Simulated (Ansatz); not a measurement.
## TaSi2: biaxial strain −1.10 %, plane normal [001], relaxed out of plane

The parent structure is TaSi₂ (space group P6_222, No. 180; a = 4.804 Å, c = 6.604 Å). Axes: x lies along a and z along c of the hexagonal cell.

One thing is altered: compressive biaxial strain of 1.10 % in the plane normal to [001], as in epitaxy on a mismatched substrate; the out-of-plane cell vector and the atoms relax.

Computed with PBE/PAW in Ansatz (a quantum-chemistry and plane-wave program), without spin-orbit coupling, earlier PAW set. Settings: 11×11×7 k-points, 0.05 eV Fermi–Dirac smearing.

The space group stays P6_222 (No. 180) and the shortest interatomic distance grows by 0.0022 Å, from 2.568 Å to 2.571 Å. The pressure (mean of the normal stresses, compression positive) goes from zero to 3.1 GPa and the band gap is still zero. The out-of-plane strain amounts to +0.43 % (rough) and the mean in-plane stress (compression positive) comes out as +4.7 GPa (rough).

Without a gap, meshes like the base's 11×11×7 leave anisotropic stresses uncertain by several tenths of a GPa, and small strain energies with them. Stability against distortions was not tested. All final runs are without spin polarisation. An odd electron count without spin: TaSi2.
